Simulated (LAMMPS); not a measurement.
Pressure dependence of CdSe (zinc blende) at 900 K, from the crystal.

Level of theory: classical MD, pair style bop, file CdTeSe.bop.table (LAMMPS).

```json
[
 {"P (GPa)": "0", "state": "crystal; no diffusion seen in 15 ps", "volume": "28.356 ± 0.007 Å³/atom", "coordination number of Cd by Se": "4.00 (counted to 3.74 Å)"},
 {"P (GPa)": "2", "state": "crystal; no diffusion seen in 15 ps", "volume": "27.314 ± 0.007 Å³/atom", "coordination number of Cd by Se": "4.00 (counted to 3.66 Å)"},
 {"P (GPa)": "5", "state": "crystal; no diffusion seen in 15 ps", "volume": "26.08 ± 0.01 Å³/atom", "coordination number of Cd by Se": "4.00 (counted to 3.14 Å)"}
]
```

Caution: in nature this polymorph isn't the stable one over the whole range of temperature at this pressure, and short runs keep a crystal in its starting form.

Caution: a run this short can hold a crystal over, or a liquid under, the potential's own melting point, which these runs don't give.

Estimate the isothermal bulk modulus at zero pressure. A parabola P(ln V) through the three points gives −dP/d ln V = 48 GPa at zero pressure.

States go by the mean squared displacement: a species diffuses where it passes 1.5 Å², still rises and gives D over 1e-6 cm²/s; a crystal has left its structure where atoms lie 0.35 Å off their sites on average or a cubic box changes its shape by 3 %, or the axial ratios of another lie 8 % off the starting cell's, which the potential's own relaxation can also do.

Errors shown are sampling errors alone.
